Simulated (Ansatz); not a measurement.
Seebeck coefficient (μV/K, mean over directions) of n-type SiS2 (P2_1/c) against carrier density, Ansatz (a first-principles code) with PBEsol+D3BJ, rigid bands. Computed gap 2.52 eV; densities at which minority carriers matter at this gap, or further valleys turn the trend, are left out. Conductivity mass 0.49 mₑ (harmonic mean over directions), N_c = 9.6e18 cm⁻³ at 300 K.

```tsv
electron density	300 K	500 K
1e16 cm⁻³	-804	-873
1e17 cm⁻³	-605	?
1e18 cm⁻³	-408	-477
3e18 cm⁻³	-315	-383
1e19 cm⁻³	-217	-282
3e19 cm⁻³	-137	-196
1e20 cm⁻³	?	?
3e20 cm⁻³	-46	-85
```

**Question.** Complete the blanks.

**Answer.** 
- 1e17 cm⁻³, 500 K: -675
- 1e20 cm⁻³, 300 K: -72
- 1e20 cm⁻³, 500 K: -118

Rigid bands with a gap fixed in temperature, one relaxation time for all states, no polarons or phonon drag, and whether or not such doping can be reached. Spin-orbit coupling is left out. Geometry: cell and atoms relaxed with PBEsol+D3(BJ).

Computed structure with no diffraction record at hand here (it may be known, metastable or hypothetical): SiS2 (P2_1/c). PBEsol with a dispersion correction tends to overbind, so the cell can be several per cent short, in bad cases over ten, which usually narrows a gap: SiS2 (P2_1/c).
